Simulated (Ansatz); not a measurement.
# Converging the k-point mesh: CrB4 (Imm2, 5 atoms in the cell)

```
CrB4
1.0
   -1.42058     2.35917     2.72173
    1.42058    -2.35917     2.72173
    1.42058     2.35917    -2.72173
Cr B
1 4
Direct
  0.00919   0.00919   0.00000
  0.53800   0.34213   0.19587
  0.46200   0.65787   0.80413
  0.14626   0.34213   0.80413
  0.85374   0.65787   0.19587
```

Computed with PBEsol, default PAW files made with PBE (plane waves; Ansatz, a first-principles code).

Base settings: basis.ecutwfc = 30.9 Ry; kpoints.mp_grid.grid = 10 10 10; hamiltonian.xc = pbesol; hamiltonian.pseudopotentials = {kind: paw} (the program's default PAW files); scf.occupations.method = gaussian; scf.occupations.width = 0.0073 Ry.

Only quantities that move along the ladder and can be compared are tabulated.

The starting cell comes from a database of computed structures (which also holds hypothetical and non-ambient phases and stackings), without a prior relaxation at this level. Its lattice was rescaled by up to half a per cent. One atom was moved a little off its site on purpose. Spin polarisation is off. In the base run, forces exceed 1 eV/Å. Ansatz's pressure includes its estimate of the finite-basis (Pulay) stress.

Steps (kpoints.mp_grid.grid): 2 2 2; 3 3 3; 4 4 4; 5 5 5; 6 6 6; 7 7 7; 8 8 8; 9 9 9; 10 10 10; 12 12 12; 13 13 13; 14 14 14; 17 17 17; 19 19 19; 21 21 21; 24 24 24; 26 26 26; 29 29 29; 32 32 32; 36 36 36.

**Question.** What is the coarsest kpoints.mp_grid.grid that holds the forces within 0.01 eV/Å of the last step, with all finer ones?

**Answer.** 9 9 9; the step before is off by 0.017 eV/Å.

**Question.** What is the coarsest kpoints.mp_grid.grid that holds the free energy within 5 meV/atom of the last step, with all finer ones?

**Answer.** 5 5 5; the step before is off by 8.9 meV/atom.

**Question.** What is the coarsest kpoints.mp_grid.grid that holds the pressure within 0.05 GPa of the last step, with all finer ones?

**Answer.** 6 6 6; the step before is off by 0.08 GPa.

| kpoints.mp_grid.grid | free energy less the last step's (meV/atom) | pressure (GPa) | largest difference of a force vector from the last step's (eV/Å) |
|---|---|---|---|
| 2 2 2 | 55.73 | 2.57 | 1.841 |
| 3 3 3 | -4.08 | -0.17 | 0.095 |
| 4 4 4 | 8.90 | 0.46 | 0.249 |
| 5 5 5 | -1.76 | 0.06 | 0.044 |
| 6 6 6 | 0.42 | 0.18 | 0.059 |
| 7 7 7 | -0.28 | 0.14 | 0.015 |
| 8 8 8 | 0.31 | 0.17 | 0.017 |
| 9 9 9 | 0.15 | 0.16 | 0.009 |
| 10 10 10 | -0.09 | 0.14 | 0.007 |
| 12 12 12 | 0.00 | 0.15 | 0.005 |
| 13 13 13 | 0.01 | 0.15 | 0.003 |
| 14 14 14 | 0.00 | 0.15 | 0.002 |
| 17 17 17 | 0.01 | 0.15 | 0.000 |
| 19 19 19 | 0.01 | 0.15 | 0.000 |
| 21 21 21 | 0.01 | 0.15 | 0.000 |
| 24 24 24 | 0.00 | 0.15 | 0.000 |
| 26 26 26 | 0.00 | 0.15 | 0.000 |
| 29 29 29 | 0.00 | 0.15 | 0.000 |
| 32 32 32 | 0.00 | 0.15 | 0.000 |
| 36 36 36 | 0.00 | 0.15 | 0.000 |

Left out of this page: 1 run of the series stopped by limits of time or memory.

Keys are those of Ansatz 0.2.
